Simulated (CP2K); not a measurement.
A self-consistent single point of TaAs (I4_1md, 4 atoms in the cell) with CP2K.

Method: PBE, GPW, DZVP-MOLOPT-SR-GTH basis, GTH-PBE potentials (GTH_POTENTIALS) (CP2K 2026.2).

The change in words: lattice scaled by 0.98. Reference geometry:
```xyz
4
Lattice="6.2578 0.0000 0.0000 4.4192 4.4306 0.0000 -5.3385 -2.2153 2.3985" Properties=species:S:1:pos:R:3 pbc="T T T"
Ta     4.8786     3.3229     1.1992
Ta     8.0075     3.3229     0.0000
As     0.4226     1.4738     1.1992
As     3.5515     1.4738     0.0000
```

Reference input (self-consistent single point, DFT PBE, GPW, DZVP-MOLOPT-SR-GTH basis, GTH-PBE potentials (GTH_POTENTIALS)): CUTOFF = 500 Ry; REL_CUTOFF = 60 Ry; SMEAR/METHOD = GAUSSIAN; SIGMA = 0.1 eV; KPOINTS/SCHEME = MONKHORST-PACK 8 8 8; GAMMA_CENTERED = T; XC_FUNCTIONAL = PBE; Ta/BASIS_SET = DZVP-MOLOPT-SR-GTH; Ta/POTENTIAL = GTH-PBE-q13; As/BASIS_SET = DZVP-MOLOPT-SR-GTH; As/POTENTIAL = GTH-PBE-q5; METHOD = GPW. This run's input differs from it in these lines:

```diff
@@ -64,5 +64,5 @@
     &CELL
-      A 6.25781400 0.00000000 0.00000000
-      B 4.41923300 4.43064600 0.00000000
-      C -5.33852300 -2.21532300 2.39848900
+      A 6.13265800 0.00000000 0.00000000
+      B 4.33084900 4.34203200 0.00000000
+      C -5.23175300 -2.17101600 2.35051900
       PERIODIC XYZ
@@ -70,6 +70,6 @@
     &COORD
-      Ta       4.87855819     3.32285158     1.19924450
-      Ta       8.00746494     3.32285158     0.00000000
-      As       0.42259939     1.47376578     1.19924450
-      As       3.55150614     1.47376578     0.00000000
+      Ta       4.78098759     3.25639374     1.17525950
+      Ta       7.84731634     3.25639374     0.00000000
+      As       0.41414758     1.44429010     1.17525950
+      As       3.48047633     1.44429010     0.00000000
     &END COORD
```

Log, with long lists cut:

```
 SCF WAVEFUNCTION OPTIMIZATION

  Step     Update method      Time    Convergence         Total energy    Change
     1 NoMix/Diag. 0.30E+00      -     1.53475429      -130.6391195354 -1.31E+02
     2 Broy./Diag. 0.30E+00      -     0.04004241      -130.1829765676  4.56E-01
     3 Broy./Diag. 0.30E+00      -     0.05411152      -129.5566351555  6.26E-01
     4 Broy./Diag. 0.30E+00      -     0.01119657      -129.1650107897  3.92E-01
     5 Broy./Diag. 0.30E+00      -     0.00169033      -129.1525339111  1.25E-02
     6 Broy./Diag. 0.30E+00      -     0.00057678      -129.1416793293  1.09E-02
   [... 2 lines left out ...]
     9 Broy./Diag. 0.30E+00      -     0.00002470      -129.1462256339  2.09E-05
    10 Broy./Diag. 0.30E+00      -     0.00000112      -129.1461886015  3.70E-05
    11 Broy./Diag. 0.30E+00      -     0.00000166      -129.1462148804 -2.63E-05
    12 Broy./Diag. 0.30E+00      -     0.00000017      -129.1462197647 -4.88E-06
  *** SCF run converged in    12 steps ***

  Overlap energy of the core charge distribution:               0.00000004583217
  Self energy of the core charge distribution:               -200.48457124461004
  Core Hamiltonian energy:                                     44.04541777747614
  Hartree energy:                                              44.53579688771055
  Exchange-correlation energy:                                -17.24270806957443
  Smearing free energy correction:                             -0.00015516148807
  Fermi energy:                                                 0.47133982199224

  Total energy:                                              -129.14621976465583
  Total energy (extrapolated to sigma->0):                   -129.14614218391179

                     Mulliken Population Analysis

   [... lines left out ...]

 STRESS| Analytical stress tensor [bar]
 STRESS|                        x                   y                   z
 STRESS|      x        2.50089538388E+05  -1.52707440512E+04  -3.48986238772E-01
 STRESS|      y       -1.52707440512E+04   2.80552274672E+05  -4.16286769662E-02
 STRESS|      z       -3.48986238772E-01  -4.16286769662E-02   2.86889083779E+05
 STRESS| 1/3 Trace                                             2.72510298946E+05
```

The run converged in 12 iterations. Against the reference run the free energy goes up by 117 meV/atom, the pressure goes from 11.74 to 27.25 GPa and the largest force goes from 0.041 to 0.079 eV/Å.

The starting cell comes from a database of computed structures (which also holds hypothetical and non-ambient phases and stackings), without a prior relaxation at this level. Its lattice was rescaled by a random factor within 2.5 % of one. For this run, on top of that: lattice scaled by 0.98. Spin polarisation is off. Values carry the incompleteness of an atom-centred basis. With a pressure of about 27 GPa the cell is away from its equilibrium volume at this level.

Cost on one core of a shared machine: roughly 2 min.
